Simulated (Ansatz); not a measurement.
A self-consistent single point of CaHg (P4mm, 2 atoms in the cell) with Ansatz (a quantum-chemistry and plane-wave program).

Method of the run: PBEsol, default PAW files made with PBE (plane waves; Ansatz).

The change in words: lattice scaled by 0.98; basis.ecutrho_ratio: default → 16. Reference geometry:
```
CELL_PARAMETERS angstrom
      3.77342     0.00000     0.00000
      0.00000     3.77342     0.00000
      0.00000     0.00000     3.77342
ATOMIC_POSITIONS crystal
  Ca 0.00000 0.00000 0.01325
  Hg 0.50000 0.50000 0.50000
```

Reference input (self-consistent single point, DFT, PBEsol, plane waves, default PAW files made with PBE): basis.ecutwfc = 420 eV; kpoints.mp_grid.grid = 9 9 9; hamiltonian.xc = pbesol; hamiltonian.pseudopotentials = {kind: paw} (the program's default PAW files); scf.occupations.method = gaussian; scf.occupations.width = 0.1 eV. This run's input differs from it in these lines:

Ansatz 0.2 input:
```diff
@@ -3,5 +3,5 @@
   lattice:
-    - [3.773423, 0.000000, 0.000000]
-    - [0.000000, 3.773423, 0.000000]
-    - [0.000000, 0.000000, 3.773423]
+    - [3.697955, 0.000000, 0.000000]
+    - [0.000000, 3.697955, 0.000000]
+    - [0.000000, 0.000000, 3.697955]
   atoms:
@@ -11,2 +11,3 @@
   ecutwfc: 420.0
+  ecutrho_ratio: 16
 kpoints:
```

Output, abridged:

```
SCF iter   1: F=—  HF=-15462.979674 eV  |F-HF|=—  |Δ(HF+E_count)|=         —  Δρ=3.32e-3  dr2=6.28e-3  ethr=1.77e-3  ⟨swp⟩=5.9  Hψ=7089  notcnv=0
all-band conjugate gradients solve this SCF's bands
preconditioner: auto → Kerker (q_TF=auto, 2.501 Å⁻¹)
SCF iter   2: F=—  HF=-15462.978471 eV  |F-HF|=—  |Δ(HF+E_count)|=   1.20e-3  Δρ=1.70e-3  dr2=1.83e-3  ethr=2.09e-5  ⟨swp⟩=2.5  Hψ=2730  notcnv=0
SCF iter   3: F=—  HF=-15462.977768 eV  |F-HF|=—  |Δ(HF+E_count)|=   7.03e-4  Δρ=4.57e-4  dr2=8.86e-5  ethr=6.11e-6  ⟨swp⟩=2.2  Hψ=2197  notcnv=0  defer=1
SCF iter   4: F=—  HF=-15462.977753 eV  |F-HF|=—  |Δ(HF+E_count)|=   1.46e-5  Δρ=1.53e-4  dr2=1.48e-5  ethr=2.95e-7  ⟨swp⟩=2.0  Hψ=2456  notcnv=0
SCF iter   5: F=—  HF=-15462.977750 eV  |F-HF|=—  |Δ(HF+E_count)|=   3.49e-6  Δρ=3.57e-5  dr2=7.76e-7  ethr=4.93e-8  ⟨swp⟩=2.0  Hψ=1909  notcnv=0
SCF iter   6: F=-15462.977750 eV  HF=-15462.977750 eV  |F-HF|=5.16e-9  |Δ(HF+E_count)|=   1.83e-8  Δρ=8.67e-6  dr2=3.87e-8  ethr=3.33e-10  ⟨swp⟩=5.6  Hψ=5952  notcnv=0
SCF 1 converged in 6 iterations: F = -15462.977750 eV  dr2 = 3.87e-8
Free energy (F): -15462.977750 eV
Internal energy: -15462.968774 eV  (E = F + TS)
E sigma→0 (E₀):  -15462.973262 eV
Entropy (-TS):   -0.008976 eV (-4.488 meV/atom)
Fermi energy:    11.568790 eV
--- Forces (eV/Å), atoms counted from 1 ---
  atom   1  Ca     0.00000000     0.00000000    -0.11492939
  atom   2  Hg    -0.00000000     0.00000000     0.11491357
--- Stress (GPa, compression-positive) ---
        0.783849       0.000000      -0.000000
        0.000000       0.783849       0.000000
       -0.000000       0.000000       0.761738
  P = ⅓ Tr σ = 0.7765 GPa (7.765 kbar)
  The stress holds the Pulay correction. Without it, at fixed plane waves, as pw.x and ABINIT print it: P = 0.7559 GPa
```

The run converged in 6 iterations. Against the reference run the free energy falls by 4.8 meV/atom, the pressure goes from -1.62 to 0.78 GPa and the largest force goes from 0.091 to 0.115 eV/Å.

The starting cell comes from a database of computed structures (which also holds hypothetical and non-ambient phases and stackings), without a prior relaxation at this level. Its lattice was rescaled by up to half a per cent. One atom was moved a little off its site on purpose. For this run, on top of that: lattice scaled by 0.98. Ansatz's pressure includes its estimate of the finite-basis (Pulay) stress.
